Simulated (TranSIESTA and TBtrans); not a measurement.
Device: diphenyl ether-4,4'-diyl held by selenolate Se between two Au chains. Leads: straight Au chain, spacing 2.55 Å. Geometry: 25 atoms about the centre moved by SIESTA (PBE, SZP) to a largest force of 0.10 eV/Å, all others as built. Transport runs along z; the first 6 and the last 6 of the 41 atoms are the lead cells, repeated to infinity.

```xyz
41
Lattice="13.638 0.000 0.000 0.000 13.638 0.000 0.000 0.000 56.185" Properties=species:S:1:pos:R:3 pbc="F F T"
Au     6.819     6.819     0.000
Au     6.819     6.819     2.550
Au     6.819     6.819     5.100
Au     6.819     6.819     7.650
Au     6.819     6.819    10.200
Au     6.819     6.819    12.750
Au     6.819     6.819    15.300
Au     6.819     6.819    17.850
Au     6.848     6.964    20.369
Se     6.906     4.791    21.440
C      6.461     5.628    23.184
C      5.083     5.782    23.596
C      4.752     6.426    24.830
C      5.805     6.923    25.681
C      7.188     6.760    25.311
C      7.498     6.112    24.069
O      5.367     7.656    26.813
C      6.215     7.639    27.946
C      7.052     6.525    28.310
C      7.766     6.580    29.551
C      7.663     7.719    30.437
Se     8.649     7.745    32.155
C      6.830     8.831    30.037
C      6.106     8.793    28.804
H      4.243     5.387    22.900
H      3.654     6.584    25.165
H      8.012     7.163    26.014
H      8.603     5.991    23.739
H      7.120     5.613    27.605
H      8.428     5.689    29.885
H      6.748     9.752    30.737
H      5.411     9.658    28.469
Au     6.741     6.739    33.266
Au     6.819     6.819    35.785
Au     6.819     6.819    38.335
Au     6.819     6.819    40.885
Au     6.819     6.819    43.435
Au     6.819     6.819    45.985
Au     6.819     6.819    48.535
Au     6.819     6.819    51.085
Au     6.819     6.819    53.635
```

Run with TranSIESTA and TBtrans (open boundaries, self-consistent; PseudoDojo norm-conserving potentials, scalar-relativistic): PAO.BasisSize DZP, PAO.EnergyShift 0.15 eV, XC.Authors PBE, Mesh.Cutoff 150 Ry, ElectronicTemperature 300 K, TS.Voltage 0.0 eV, TBT.Elecs.Eta 0.001 eV, no spin polarisation.

Energies count from the leads' Fermi level. Transmissions are for one spin of a degenerate pair. The energy step is 0.02 eV; narrower resonances are cut or missed.

```csv
E (eV),T
-0.20,0.0573
-0.16,0.0603
-0.12,0.0860
-0.08,0.0627
-0.04,0.0506
0.00,0.0452
0.04,0.0454
0.08,0.0429
0.12,0.0404
0.16,0.0380
0.20,0.0359
```

Problem. Give the zero-bias conductance in μS and the resistance at 300 K.

Solution. At the Fermi level T = 0.0452. Averaged with −∂f/∂E over the full grid (kT = 25.9 meV) it is 0.0480. With G0 = 2e²/h = 77.48 μS, G = 3.72 μS and R = 1/G = 269 kΩ.

Problem. The eigenchannels at the Fermi level transmit 0.0452. What Fano factor of the shot noise follows at low temperature and bias?

Solution. F = Σ τ(1 − τ)/Σ τ = 0.0432/0.0452 = 0.95.

The leads' channel count changes near -0.01 eV, within the thermal window, so values at the Fermi level hang on where that band edge falls. The leads are straight chains one atom wide, held at their spacing: model electrodes, not surfaces. Semilocal functionals put molecular levels too close to the Fermi level and tend to overestimate such conductances.
